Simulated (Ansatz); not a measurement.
**Effect of biaxial strain +3.00 %, plane normal [001], relaxed out of plane on CdGeAs2**

Consider CdGeAs2 in the chalcopyrite structure (space group I-42d, No. 122; a = 5.942 Å, c = 11.312 Å). Axes: x, y, z lie along a, b, c of the conventional cell.

Modification: biaxial strain +3.00 %, plane normal [001], relaxed out of plane (Cartesian); in-plane vectors clamped, the third vector and the atoms free.

Method: Kohn–Sham DFT with the PBEsol functional, run in Ansatz (an electronic-structure program) with PAW and 420 eV plane waves, no spin-orbit coupling. Γ-centred 8×8×8 mesh, Fermi–Dirac width 0.05 eV.

```csv
quantity,base,changed,shift
volume per atom,24.96 Å³,25.48 Å³,+0.52 Å³
space group,I-42d (No. 122),I-42d (No. 122),–
shortest interatomic distance,2.447 Å,2.460 Å,+0.013 Å
energy relative to the base (free energy F),0 meV/atom,+10 meV/atom,+10 meV/atom
"pressure (mean of the normal stresses, compression positive)",0.00 GPa,-1.37 GPa,-1.376 GPa
band gap (uncertain: the edges found look like a band crossing or inverted bands; both cells),0.13 eV,0.18 eV,+0.042 eV
out-of-plane strain,–,-3.77 %,–
ratio −ε⊥/ε∥,–,1.26,–
mean in-plane stress (compression positive),–,-2.1 GPa,–
```

Final structure (turned so that z lies along the plane normal):

```
CELL_PARAMETERS angstrom
      6.12025     0.00000     0.00000
      0.00000     6.12025     0.00000
      3.06012    -3.06012     5.44270
ATOMIC_POSITIONS crystal
  Cd 0.00000 0.00000 0.00000
  Cd 0.25000 0.25000 0.50000
  Ge 0.50000 0.50000 0.00000
  Ge 0.75000 0.75000 0.50000
  As 0.62500 0.40222 0.25000
  As 0.40222 0.12500 0.75000
  As 0.12500 0.84778 0.25000
  As 0.84778 0.62500 0.75000
```

Gaps are read on the SCF mesh and a high-symmetry path. Whether these cells are dynamically stable was not tested. The zero or small gap of CdGeAs2 can change with the level of theory.
